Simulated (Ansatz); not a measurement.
Consider GaS in the beta-GaS type structure (space group P6_3/mmc, No. 194; layered, stacked along the Cartesian z axis).

```
CELL_PARAMETERS angstrom
      3.53441     0.00000     0.00000
     -1.76721     3.06089     0.00000
      0.00000     0.00000    15.04125
ATOMIC_POSITIONS crystal
  Ga 0.33333 0.66667 0.66957
  Ga 0.66667 0.33333 0.16957
  Ga 0.66667 0.33333 0.33043
  Ga 0.33333 0.66667 0.83043
  S  0.33333 0.66667 0.09695
  S  0.66667 0.33333 0.59695
  S  0.66667 0.33333 0.90305
  S  0.33333 0.66667 0.40305
```

Cartesian axes are those of the cell as printed.

Computed with DFT with PBEsol-D3(BJ), PAW potentials and a 420 eV plane-wave cutoff in Ansatz (a first-principles code), no SOC, earlier PAW set.

Modification: the cell is scaled by 0.9728 in all directions, atoms relaxed at fixed cell.

Task: Predict the stress tensor and what it implies for the stiffness.

Result: Stress of the strained cell less that of the base (GPa, compression positive):
```
   5.49    0.00    0.00
   0.00    5.49    0.00
   0.00    0.00    3.40
```

Then B = −ΔP/(ΔV/V₀) with ΔV/V₀ = -0.0794 gives secant stiffness values (nonlinear terms included at this strain): B (at held cell shape, above the free-shape value) ≈ 60 GPa.

As a check, the harmonic strain energy −½ V₀ Δσ:ε is 25 meV/atom; the computed energy rise is 22 meV/atom.

No phonon test of stability was made.
